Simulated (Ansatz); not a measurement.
The parent structure is Nb in the bcc (W type) structure (space group Im-3m, No. 229; a = 3.3096 Å).

(Cell as relaxed with PBE.)

Levels (all Ansatz, a quantum-chemistry and plane-wave program, PAW, earlier PAW set): PBE (420 eV, scalar-relativistic without spin-orbit coupling); PBEsol (420 eV, without spin-orbit coupling).

Each level relaxes its own structure.

```tsv
quantity	PBE	PBEsol
volume per atom	18.13 Å³	17.50 Å³
lattice parameter a	6.254 bohr	6.182 bohr
band gap	zero	zero
```

PBE's volume per atom lies 0.622 Å³ above PBEsol's (3.6 %); PBE's lattice parameter a lies 0.072 bohr above PBEsol's (1.2 %); the two agree on the band gap. Neither level is exact; PBEsol is the comparison here, not a measurement.

No phonon test of stability was made. All final runs are without spin polarisation.
